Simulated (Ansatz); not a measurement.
BAs (model structure, started from the NiAs type, P6₃/mmc, No. 194, 4 atoms in the cell), treated with PBEsol (Ansatz, a first-principles code, plane waves, PAW).

Numerical settings: plane-wave cutoff 520 eV, 18×18×12 k mesh (along the axes of the cell as run), Fermi–Dirac smearing 0.05 eV, scalar-relativistic PAW data made under PBE.

Cell (relaxed at this level):

```xyz
4
Lattice="3.2297 0.0000 0.0000 -1.6148 2.7970 0.0000 0.0000 0.0000 5.3828" Properties=species:S:1:pos:R:3 pbc="T T T"
B      0.0000     0.0000     0.0000
B      0.0000     0.0000     2.6914
As     0.0000     1.8646     1.3457
As     1.6148     0.9323     4.0371
```

Task: Estimate the bulk modulus B0 that the calculation returns.

Result: 
bulk modulus B0: 133 GPa

The run finds no gap.

Note: the bulk modulus is −V dP/dV from two relaxed cells at ±2 % in volume; the relaxation could raise the start's symmetry but not lower it, so the cell can be a saddle point.

A model structure was made by putting elements into a prototype or built by hand; it is no filed structure, need not be a known phase, and can be a saddle point held by its symmetry.
